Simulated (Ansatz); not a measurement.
The parent structure is TiAl (space group P4/mmm, No. 123; a = 2.824 Å, c = 4.075 Å; relaxed with 0.1 eV smearing).

Level of theory: Kohn–Sham DFT with the PBE functional, run in Ansatz (a first-principles code) with PAW and 420 eV plane waves, scalar-relativistic without spin-orbit coupling.

Before the change:

```
Item       Result
--------  -------
Pressure  0.0 GPa
```

Modification: the cell is scaled by 0.9900 in all directions; the atoms relax in the strained cell.

### Question
What happens to the pressure and energy relative to the base?

### Answer
The pressure (mean of the normal stresses, compression positive) goes from zero to 3.6 GPa; the energy goes up by 5.3 meV/atom.

Whether these cells are dynamically stable was not tested. The final runs are not spin-polarised.
